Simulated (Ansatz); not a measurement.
Structures of equal composition on the (0001) surface of hcp Ru: a layer of Cr in place of the second plane; a layer of Cr in place of the third plane. The slabs share one bottom face, and each structure is named by its start. These are constructed structures in small cells; real faces may alloy, dewet or reconstruct in larger ones, and not all known structures of the face are among them. Slabs of about 11 Å, Fermi-Dirac smearing of 0.1 eV. Bottom of the slabs: a bare face, its two planes held. Relaxed from the named starts with such symmetry as they have, on meshes of like density; energies extrapolated to zero smearing; spin only where a row says so; no spin-orbit coupling, no U. Brackets mark spin-polarised runs, whose order is one that fits the cell.

Computed with PBE (plane waves to 420 eV, PAW; Ansatz, a quantum-chemistry and plane-wave program).

Problem. Rank these by energy per 1x1 cell (lowest first), as PBE gives it.

Solution. a layer of Cr in place of the second plane (0.000 eV [spin start, no net moment]), a layer of Cr in place of the third plane (0.347 eV [spin start, no net moment])
